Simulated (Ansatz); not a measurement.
System: Mo-vacancy pair (Mo on one host Rh site, one Rh site vacant) in fcc Rh (neutral cell). The step: direct exchange of Mo with the vacancy (Mo-vacancy distance between ideal sites 2.71 Å throughout); the atom moves 2.68 Å along (0.00, 0.50, 0.50) of the unit cell; the moving atom starts with neighbours 4 Rh at 2.67, Rh at 2.69, 6 Rh at 2.71 Å and ends with 4 Rh at 2.67, Rh at 2.69, 6 Rh at 2.71 Å. DFT values are from Ansatz (plane-wave PAW, 420 eV unless said) in a cell of 32 host sites, spin-restricted, static, with no finite-size correction. Forms of the defect that were not tried may lie lower. The start lies 0.50 eV above the lowest site run (PBE). For the PBE band: the saddle point's order was not checked, and it lies on a symmetry element of the cell, where a band can be held.

| Level | Forward barrier (eV) | Cost of the band or of the saddle's single point |
|---|---|---|
| CHGNet universal potential (has no charge state), its own band | 0.82 | - |
| PBE, a 2×2×2 k-point mesh shifted by half a step, band relaxed | 1.87 | around 30 core-minutes (rough) |
| PBE, a 4×4×4 k-point mesh shifted by half a step, same geometries | 2.00 | about 11 core-minutes (a rough figure) |
| r2SCAN at 500 eV, a 2×2×2 k-point mesh shifted by half a step, same geometries | 1.81 | around 6 core-minutes (rough) |

Ansatz is a program for electronic structure.
